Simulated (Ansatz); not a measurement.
The reference is ZnAu in the CsCl type structure (space group Pm-3m, No. 221; a = 3.187 Å; relaxed with 0.1 eV smearing). Axes: x, y, z lie along the cube axes.

Level of theory: PBE (Ansatz, a quantum-chemistry and plane-wave program, PAW, spin-orbit coupling left out).

The change: the cell is scaled by 1.0250 in all directions; the atoms relax in the strained cell.

Problem. Predict the stress tensor and what it implies for the stiffness.

Solution. Stress of the strained cell less that of the base (GPa, compression positive):
```
   -7.0     0.0     0.0
    0.0    -7.0     0.0
    0.0     0.0    -7.0
```

Then B = −ΔP/(ΔV/V₀) with ΔV/V₀ = 0.0769 gives secant stiffness values (nonlinear terms included at this strain): B ≈ 91 GPa.

As a check, the harmonic strain energy −½ V₀ Δσ:ε is 27 meV/atom; the computed energy rise is 30 meV/atom.

No phonon test of stability was made.
